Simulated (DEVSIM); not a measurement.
Device: abrupt Si p-n junction, at 400 K.

```csv
layer (left to right),material,thickness (μm),Nd (cm⁻³),Na (cm⁻³),τn (s),τp (s)
1,Si,0.640,-,8.7e16,4.3e-6,4.3e-6
2,Si,1.60,3.8e17,-,4.3e-6,4.3e-6
```

Left contact: ohmic. Right contact: ohmic. Voltage is applied to the left contact. Recombination: SRH at mid-gap. Mobility is constant in doping.

This is a model device: material constants are rounded textbook-type values typed into the input, and sizes, dopings and lifetimes were drawn at random. Values at 300 K; Nc and Nv go as T^1.5, mobilities as T to minus their exponent, the gap by Varshni's rule with the affinity fixed.

```csv
parameter,Si
gap (eV),1.124
affinity (eV),4.05
permittivity,11.7
Nc (cm⁻³),2.86e19
Nv (cm⁻³),3.1e19
μn (cm²/Vs),1417
μp (cm²/Vs),470
T exponent of μn,2.3
T exponent of μp,2.2
Varshni α (eV/K),0.000473
Varshni β (K),636
```

DEVSIM, 1D drift-diffusion, Boltzmann statistics, complete ionisation; no tunnelling, impact ionisation, image-force lowering or self-heating.

The doping Nd of layer 2 was swept, all else fixed.

```json
[
 {"doping Nd of layer 2 (cm^-3)": "1.1e16", "dark forward voltage at 100 A/cm² (V)": "0.509", "largest field in the device at zero bias (V/cm)": "41000", "dark forward voltage at 1 A/cm² (V)": "0.340", "potential step across the device at zero bias (V)": "0.593"},
 {"doping Nd of layer 2 (cm^-3)": "3.8e16", "dark forward voltage at 100 A/cm² (V)": "0.520", "largest field in the device at zero bias (V/cm)": "68000", "dark forward voltage at 1 A/cm² (V)": "0.357", "potential step across the device at zero bias (V)": "0.636"},
 {"doping Nd of layer 2 (cm^-3)": "1.1e17", "dark forward voltage at 100 A/cm² (V)": "0.523", "largest field in the device at zero bias (V/cm)": "95000", "dark forward voltage at 1 A/cm² (V)": "0.362", "potential step across the device at zero bias (V)": "0.672"},
 {"doping Nd of layer 2 (cm^-3)": "3.8e17", "dark forward voltage at 100 A/cm² (V)": "0.524", "largest field in the device at zero bias (V/cm)": "120000", "dark forward voltage at 1 A/cm² (V)": "0.363", "potential step across the device at zero bias (V)": "0.715"},
 {"doping Nd of layer 2 (cm^-3)": "1.1e18", "dark forward voltage at 100 A/cm² (V)": "0.524", "largest field in the device at zero bias (V/cm)": "…", "dark forward voltage at 1 A/cm² (V)": "0.364", "potential step across the device at zero bias (V)": "0.752"},
 {"doping Nd of layer 2 (cm^-3)": "3.8e18", "dark forward voltage at 100 A/cm² (V)": "0.524", "largest field in the device at zero bias (V/cm)": "170000", "dark forward voltage at 1 A/cm² (V)": "0.363", "potential step across the device at zero bias (V)": "0.795"},
 {"doping Nd of layer 2 (cm^-3)": "1.1e19", "dark forward voltage at 100 A/cm² (V)": "0.524", "largest field in the device at zero bias (V/cm)": "240000", "dark forward voltage at 1 A/cm² (V)": "0.363", "potential step across the device at zero bias (V)": "0.831"}
]
```

### Question
Fill in the missing entries.

### Answer

- 1.1e18, largest field in the device at zero bias (V/cm): 130000
